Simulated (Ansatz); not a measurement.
Results of PBE in Ansatz (PAW) for GaAl₃As₄ (model structure, P-4m2, No. 115, 8 atoms in the cell).

Run with plane-wave cutoff 520 eV, 8×8×4 k mesh (along the axes of the cell as run), Fermi–Dirac smearing 0.01 eV, scalar-relativistic PAW data made under PBE.

Cell (relaxed with PBEsol):

```
CELL_PARAMETERS angstrom
      4.01150     0.00000     0.00000
      0.00000     4.01150     0.00000
      0.00000     0.00000    11.33522
ATOMIC_POSITIONS crystal
  Ga 0.00000 0.00000 0.00000
  As 0.50000 0.00000 0.12489
  Al 0.50000 0.50000 0.24965
  As 0.00000 0.50000 0.37480
  Al 0.00000 0.00000 0.50000
  As 0.50000 0.00000 0.62520
  Al 0.50000 0.50000 0.75035
  As 0.00000 0.50000 0.87511
```

### Question
Predict the band gap and smallest direct gap on the k points sampled.

### Answer

band gap: 1.45 eV
smallest direct gap on the k points sampled: 1.46 eV

Note: the relaxation could raise the start's symmetry but not lower it, so the cell can be a saddle point; cell and atoms aren't relaxed at this level (largest force component 0.09 eV/Å, pressure 2.3 GPa).

Spin–orbit coupling is not included.

Computed values are for the static lattice.

A model structure was made by putting elements into a prototype or built by hand; it is no filed structure, need not be a known phase, and can be a saddle point held by its symmetry.

Ansatz is a program for electronic structure.
